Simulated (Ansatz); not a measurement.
Faces of fcc Rh in 1x1 cells, as slabs relaxed from ideal cuts; for each face the lowest of the symmetric, stoichiometric cuts and spin starts that were computed. Real faces may reconstruct in larger cells. No spin-orbit coupling, no Hubbard U.

Computed with PBE (plane waves to 420 eV, PAW; Ansatz, a quantum-chemistry and plane-wave program).

```
face   cell area (Å²)  outermost plane spacing of the ideal cut (Å)  γ unrelaxed (J/m²)  γ relaxed (J/m²)  work function, top face (eV)
-----  --------------  --------------------------------------------  ------------------  ----------------  ----------------------------
(100)            7.33                                          1.92                2.44              2.39                          5.06
(110)           10.37                                          1.35                2.51              2.42                          4.55
(111)            6.35                                          2.21                2.08                 ?                             ?
```

**Question.** Complete the blanks.

**Answer.** 
- (111), γ relaxed (J/m²): 2.06
- (111), work function, top face (eV): 5.14
